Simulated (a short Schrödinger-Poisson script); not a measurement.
**Gated Al0.4Ga0.6N/GaN polarisation-induced gas**

Structure: gated Al0.4Ga0.6N/GaN polarisation-induced gas, at 20 K.

```tsv
layer	material	thickness (nm)	Na (cm⁻³)
1	Al0.4Ga0.6N	10	-
2	GaN	6000	1e14
```

Constants are typed, rounded textbook-type inputs, not results; the design itself was drawn at random and stands for no fabricated device. Al0.4Ga0.6N: permittivity 9.26, conduction-band edge (eV) 0.58, gap (eV) 4.258, electron mass (mₑ) 0.248, Nv at 300 K (cm⁻³) 4.6e19. GaN: permittivity 9.5, conduction-band edge (eV) 0, gap (eV) 3.43, Nv at 300 K (cm⁻³) 4.6e19.

Channel valleys (confinement mass, in-plane density-of-states mass, number): Γ 0.2, 0.2, 1. At the gate the conduction-band edge of layer 1 lies 1.36 eV − eVg above the Fermi level of the channel; the field vanishes at the back. Sheet of polarisation charge: +2e13 e/cm² at 10 nm from the gate. The barrier under the gate holds no holes. Gaps are held at their typed values at every temperature. Mesh 0.08 nm at interfaces.

From a short Schrödinger-Poisson script (our own, NumPy): 1D Poisson equation in equilibrium, electrons quantum, Hartree plus LDA exchange-correlation (BenDaniel-Duke, 40 states a valley, the channel's in-plane mass for all, wave functions free to enter the barrier), parabolic valleys, classical holes, full ionisation, no traps, pinning or gate leakage.

| Vg (V) | electrons (cm⁻²) | in the channel layer | C (μF/cm²) | Γ E0 (meV) | Γ E1 (meV) |
|---|---|---|---|---|---|
| 0.5 | 1.63e13 | 1.51e13 | 0.760 | -176.1 | -18.6 |
| 0 | 1.39e13 | 1.31e13 | 0.753 | -152.9 | -13.5 |
| -0.5 | 1.16e13 | 1.10e13 | 0.745 | -129.4 | -9.1 |
| -1 | 9.25e12 | 8.92e12 | 0.737 | -105.6 | -5.1 |
| -1.5 | 6.97e12 | 6.78e12 | 0.728 | -81.3 | -1.4 |
| -2 | 4.72e12 | 4.63e12 | 0.714 | -56.3 | 5.0 |
| -2.5 | 2.51e12 | 2.49e12 | 0.694 | -30.1 | 15.6 |
| -3 | 4.15e11 | 4.14e11 | 0.634 | -4.9 | 17.8 |

Gate voltages with under 1e6 electrons/cm² are left out.

Subbands count from the Fermi level.
